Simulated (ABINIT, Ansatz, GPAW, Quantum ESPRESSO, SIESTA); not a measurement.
# One structure in several programs: Ca₃AsP (Pm-3m, 5 atoms in the cell)

Self-consistent single point.

```
CELL_PARAMETERS angstrom
      5.42485     0.00000     0.00000
      0.00000     5.42485     0.00000
      0.00000     0.00000     5.42485
ATOMIC_POSITIONS crystal
  Ca 0.00000 0.50000 0.50000
  Ca 0.50000 0.00000 0.50000
  Ca 0.50000 0.50000 0.00000
  P  0.00000 0.00000 0.00000
  As 0.50000 0.50000 0.50000
```

Shared settings, as Ansatz (a quantum-chemistry and plane-wave program) writes them: kpoints.mp_grid.grid = 3 3 3; scf.occupations.method = gaussian; scf.occupations.width = 0.05 eV. Potentials and cutoffs stand in the table.

```tsv
code	model	pressure (GPa)	cutoff
ABINIT	PBEsol, norm-conserving pseudopotentials (PseudoDojo nc-sr-04 PBEsol standard)	-1.45	42 Ha
Quantum ESPRESSO	PBEsol, GBRV 1.5 ultrasoft (PBESOL) pseudopotentials	-1.37	40 Ry
GPAW	PBEsol, GPAW PAW datasets PBEsol (made by gpaw-setup)	-1.23	600 eV
SIESTA	GGA PBEsol, numerical atomic orbitals TZP, PseudoDojo PBEsol standard norm-conserving potentials (rewritten from UPF to PSML)	3.78	grid 400 Ry
Ansatz	PBEsol, PAW files made with PBE	-1.44	default
```

No clean gap comes from ABINIT, Quantum ESPRESSO, GPAW, SIESTA and Ansatz: levels at the Fermi energy touch, overlap or are partly filled at this smearing.

The spread over the programs that give each value: pressure within 5.23 GPa.

SIESTA uses small atom-centred bases, whose incompleteness enters pressures, forces and empty levels differently from a plane-wave cutoff. Ansatz's pressure is given at a fixed set of plane waves, as the other plane-wave codes print theirs. In the pressure, SIESTA (by 5.19) lies more than 1 GPa from the median of the plane-wave programs.

On the base mesh (4 4 4) the same programs gave: Ansatz pressure -1.51 GPa; Quantum ESPRESSO pressure -1.44 GPa; ABINIT pressure -1.52 GPa; GPAW pressure -1.29 GPa; SIESTA pressure 3.71 GPa.

The starting cell comes from a database of computed structures (which also holds hypothetical and non-ambient phases and stackings), without a prior relaxation at this level.

Left out of this page: CP2K (on another mesh); Elk and FLEUR (not drawn, or without a comparable value).

Keys are those of Ansatz 0.2.
